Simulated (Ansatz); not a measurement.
## A self-consistent single point of BW (P-6m2, 2 atoms in the cell) with Ansatz

Method of the run: PBE (plane waves, PAW; Ansatz, a first-principles code).

Input as run:

Ansatz 0.2 input:
```yaml
# BW
crystal:
  lattice:
    - [2.99965100, 0.00000000, 0.00000000]
    - [-1.49982500, 2.59777400, 0.00000000]
    - [0.00000000, 0.00000000, 2.92751000]
  atoms:
    - { symbol: W, position_ang: [0.00000000, 0.00000000, 0.00000000] }
    - { symbol: B, position_ang: [1.49982717, 0.86592380, 1.46375500] }
kpoints:
  mp_grid:
    grid: [10, 10, 9]
hamiltonian:
  xc: pbe
  pseudopotentials:
    kind: paw
scf:
  occupations:
    method: cold
    width: 0.2 eV
output:
  forces: true
  eigenvalues: true
  stress: true
```

Log, with long lists cut:

```
WARN the atoms were moved onto the symmetric positions of the space group found under crystal.symmetry.tolerance 1.0e-5 (fractional …
WARN basis.ecutwfc = 420 eV, the default
WARN ansatz: RAYON_NUM_THREADS=1 ignored (pool sized by the plan → 1); use --threads N
Pseudopotentials: kind: paw
Pseudopotential: W, paw, valence charge 14
Pseudopotential: B, paw, valence charge 3
Crystal: 2 atoms, lattice volume = 22.812 Å³
Basis set: ecut = 420 eV, 405 PW (Γ), exchange–correlation on 48×48×40 points (8 copies of the dense FFT grid, shifted against one another)
Bands: 13, of which v1, the nominal top of the filled ones, is band 9 counted from 1 (8 counted from 0)
Symmetry: 12 space group operations
Space group: P-6m2 (ITA 187), of the structure as read, at distance tolerance 2.8e-5 Å
k-points: 70 of 900 (time reversal used)
Initial density: superposition of atomic densities (neutral atoms: chi_scale 0, normalization atom), corrected by the library's trained network
Initial wavefunctions: pseudopotential atomic-orbital guess
Eigensolver: davidson
Functional: x = pbe(κ = 0.804, μ = 0.2195149727645171), c = pbe(β = 0.06672455060314922)
SCF iter   1: F=—  HF=-10540.560799 eV  |F-HF|=—  |Δ(HF+E_count)|=         —  Δρ=8.72e-3  dr2=1.31e-2  ethr=1.77e-3  ⟨swp⟩=5.2  Hψ=4497  notcnv=0
all-band conjugate gradients solve this SCF's bands
preconditioner: auto → none
SCF iter   2: F=—  HF=-10540.559728 eV  |F-HF|=—  |Δ(HF+E_count)|=   1.07e-3  S|Δr|=    0.00e0  Δρ=4.96e-3  dr2=4.72e-3  ethr=7.71e-5  ⟨swp⟩=1.0  Hψ=1470  notcnv=0
SCF iter   3: F=—  HF=-10540.559103 eV  |F-HF|=—  |Δ(HF+E_count)|=   6.25e-4  S|Δr|=    0.00e0  Δρ=2.94e-4  dr2=1.78e-5  ethr=2.78e-5  ⟨swp⟩=2.3  Hψ=1171  notcnv=0
SCF iter   4: F=—  HF=-10540.559092 eV  |F-HF|=—  |Δ(HF+E_count)|=   1.14e-5  S|Δr|=    0.00e0  Δρ=8.14e-5  dr2=1.17e-6  ethr=1.05e-7  ⟨swp⟩=2.0  Hψ=1426  notcnv=0
SCF iter   5: F=-10540.559092 eV  HF=-10540.559092 eV  |F-HF|=2.19e-8  |Δ(HF+E_count)|=   1.59e-7  S|Δr|=    0.00e0  Δρ=1.71e-5  dr2=2.52e-8  ethr=5.88e-10  ⟨swp⟩=7.2  Hψ=4676  notcnv=0
SCF 1 converged in 5 iterations: F = -10540.559092 eV  dr2 = 2.52e-8
SCF converged after 5 iterations
Stability not checked (fill_not_monotonic)
Free energy (F): -10540.559092 eV
Harris-Foulkes:  -10540.559092 eV  (|F-HF|=2.19e-8)
Internal energy: -10540.565299 eV  (E = F + TS)
E sigma→0 (E₀):  -10540.561161 eV
Entropy (-TS):   0.006207 eV (3.104 meV/atom)
Fermi energy:    17.811511 eV
Step filling:    the computed levels leave a gap of 0.0104 eV = 0.1 smearing widths
--- Per-component energies (eV) ---
  E_band       = -99.521308
  E_kinetic    = 499.258926
  E_local      = -738.991547  (includes V_loc(G=0)·N_el)
  E_nonlocal   = 12.323609
  E_hartree    = 266.514739
  E_xc         = -299.424039
  E_vxc        = -277.404948  (∫ρ·V_xc dr)
  E_paw        = -8641.099820  (= ΣΔE_a)
  E_vpaw       = -127.736058  (= ΣTr[D̂ρ^β])
  E_aug_tail   = -0.000074  (compensation charges beyond the density's cutoff)
  E_ewald      = -1639.147092
  E_smearing   = 0.006207  (= −TS)
  E_closure    = -0.000000  (closes the sum)
  Σ components = -10540.559092   (vs F -10540.559092, Δ=0.00e0)
--- Forces (eV/Å), atoms counted from 1 ---
  atom   1  W      0.00000000     0.00000000     0.00000000
  atom   2  B      0.00000000     0.00000000     0.00000000
  max |Σ_I F_I| component: 3.70e-16 eV/Å
--- Stress (GPa, compression-positive) ---
        0.187998       0.000000       0.000000
        0.000000       0.187998       0.000000
        0.000000       0.000000      11.905361
  P = ⅓ Tr σ = 4.0938 GPa (40.938 kbar)
  The stress holds the Pulay correction. Without it, at fixed plane waves, as pw.x and ABINIT print it: P = 3.9496 GPa
--- Band table (eV; the first three rows and the last of 70) ---
  k-point 0: bands = ["-55.3331", "-19.3996", "-19.3996", "-19.3014", "6.7249", "14.6859", "16.0775", "16.0775", "20.7022", "21.3498", "21.3498", "25.8611", "25.8611"]
  k-point 1: bands = ["-55.3300", "-19.3940", "-19.3940", "-19.3657", "7.0056", "14.6552", "16.2036", "16.2036", "20.5461", "20.7185", "20.7185", "26.1586", "26.1586"]
  k-point 2: bands = ["-55.3221", "-19.5260", "-19.3799", "-19.3799", "7.7923", "14.3077", "16.5542", "16.5542", "19.5591", "19.5591", "20.5844", "26.0739", "26.0739"]
  k-point 69: bands = ["-55.2655", "-19.7996", "-19.6971", "-19.6877", "11.2175", "12.8194", "14.1473", "17.5891", "18.0803", "22.5428", "25.3717", "26.5896", "26.9770"]
```

The run converged in 5 iterations.

The starting cell was generated: these elements placed on a structure prototype, without a prior relaxation; it need not be a known phase or ordering of this composition. Its lattice was rescaled by a random factor within 2.5 % of one. Spin-orbit coupling is off. Spin polarisation is off. With a pressure of about 4 GPa the cell is away from its equilibrium volume at this level. Ansatz's pressure includes its estimate of the finite-basis (Pulay) stress.
